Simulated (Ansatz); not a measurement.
Start from Ga (space group Fmmm, No. 69; a = 2.7874 Å, b = 5.0316 Å, c = 10.3674 Å; a hypothetical phase, not in the database extracts checked).

(Cell as relaxed with PBE-D3(BJ).)

Levels (all Ansatz, a program for electronic structure, PAW): PBE-D3(BJ) (420 eV, scalar-relativistic without spin-orbit coupling); r2SCAN+rVV10 (500 eV, spin-orbit coupling left out).

Each level relaxes its own structure.

| quantity | PBE-D3(BJ) | r2SCAN+rVV10 |
|---|---|---|
| volume per atom | 18.18 Å³ | ___ |
| space group | Fmmm (No. 69) | ___ |
| band gap | zero | ___ |

Task: What does r2SCAN+rVV10 give?

Result: 
- volume per atom, r2SCAN+rVV10: 17.80 Å³
- space group, r2SCAN+rVV10: Fmmm (No. 69)
- band gap, r2SCAN+rVV10: zero

PBE-D3(BJ)'s volume per atom lies 0.38 Å³ above r2SCAN+rVV10's (2.1 %); the two agree on the space group and band gap. Neither level is exact; r2SCAN+rVV10 is the comparison here, not a measurement.

No phonon test of stability was made. The base started in Cmce and relaxed to Fmmm at this level.
